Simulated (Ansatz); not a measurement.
**PtSe2: response to strain**

Take PtSe2 in the CdI2 type structure (space group P-3m1, No. 164; a = 3.772 Å, c = 4.819 Å; layered; relaxed with 0.1 eV smearing) as the base. Axes: x lies along a and z along c of the hexagonal cell.

Strains are applied to the cell and any free atomic positions relax; under biaxial strain the out-of-plane vector relaxes too.

Level of theory: PBE-D3(BJ), PAW, 420 eV (Ansatz, a first-principles code; spin-orbit coupling left out), earlier PAW set.

Notes on the quantities. pressure: mean of the normal stresses, compression positive.

| variant | shortest interatomic distance | pressure |
|---|---|---|
| base | 2.526 Å | 0.0 GPa |
| biaxial strain −4.76 %, plane normal [001], relaxed out of plane | 2.495 Å | 6.1 GPa |
| biaxial strain −2.91 %, plane normal [001], relaxed out of plane | 2.505 Å | 3.8 GPa |
| isotropic strain −4.47 % | 2.467 Å | 16.1 GPa |
| isotropic strain −0.49 % | 2.520 Å | 1.2 GPa |

Stability against distortions was not tested. The final runs are not spin-polarised.
